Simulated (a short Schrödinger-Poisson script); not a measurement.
Stack: single GaAs/Al0.4Ga0.6As quantum well.

| layer | material | thickness (nm) |
|---|---|---|
| 1 | Al0.4Ga0.6As | 20 |
| 2 | GaAs | 5 |
| 3 | Al0.4Ga0.6As | 20 |

Constants are typed, rounded textbook-type inputs, not results; the design itself was drawn at random and stands for no fabricated device. GaAs: direct gap (eV) 1.424, conduction-band edge (eV) 0, electron mass (mₑ) 0.067, heavy-hole mass 0.377, light-hole mass 0.09. Al0.4Ga0.6As: direct gap (eV) 1.923, conduction-band edge (eV) 0.316, electron mass (mₑ) 0.1002, heavy-hole mass 0.417, light-hole mass 0.126.

The valence-band edge of each layer lies one gap below its conduction-band edge. The electron's potential energy rises along the stack by the applied field. Mesh 0.03 nm at interfaces.

Problem. Estimate e1 and hh1 for infinitely high walls at zero field, and compare with the finite well.

Solution. ħ²π²/(2mL²) gives 224.5 meV for the electron and 39.9 meV for the heavy hole. The finite well gives 81.5 and 23.0 meV, 0.36 and 0.58 of the estimates, as the states reach into the barriers (10 % of e1 lies outside the well).

Solved with a short Schrödinger-Poisson script written for these runs: one-band effective-mass equation with BenDaniel-Duke matching, electrons, heavy and light holes apart, hard walls at the outer ends, one valence edge for both holes (no strain splitting), no charge, excitons, band mixing or non-parabolicity; under a field the levels are quasi-bound states of a box, listed while three quarters of their weight lies within 4 nm of the wells.
